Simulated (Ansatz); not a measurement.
Step by step: reaction energy

Consider the reaction energy. Reaction: 1/4 Si (diamond) + 1/5 TaF5 (gas) → 1/5 Ta (bcc) + 1/4 SiF4 (gas). The sign is products less reactants.

Method: Ansatz (an electronic-structure program), PAW, neutral cells at 0 K with nuclei at rest, on structures from PBE. Ansatz runs with its default PAW set. Other levels take these structures. The lattices are those relaxed with PBE, so at other levels the solids can be strained, which adds to the spread. A dispersion term (D3(BJ), or D4 for r2SCAN) was computed beside these levels and is taken off wherever the name lacks it. Spin-orbit coupling is left out.

Total energies of the cells in eV, at zero smearing width. They compare only within one column; the weights balance every element.

| cell | atoms | weight | PBE | PBEsol |
|---|---|---|---|---|
| Ta (bcc) | 1 | +8/5 | -9932.25093 | -9806.48514 |
| Si (diamond) | 2 | −1 | -1271.61962 | -1242.97967 |
| SiF4 (gas) | 5 | +2 | -3873.84252 | -3827.80473 |
| TaF5 (gas) | 6 | −8/5 | -13979.10881 | -13813.42427 |

PBE: 8/5 × (-9932.25093) − (-1271.61962) + 2 × (-3873.84252) − 8/5 × (-13979.10881) = -1.093 eV; dividing by 8 gives -0.14 eV.

PBEsol: 8/5 × (-9806.48514) − (-1242.97967) + 2 × (-3827.80473) − 8/5 × (-13813.42427) = -1.527 eV; dividing by 8 gives -0.19 eV.

What follows from the PBE value: Per mole of the reaction as written, -0.137 eV × 96.485 = -13.2 kJ.
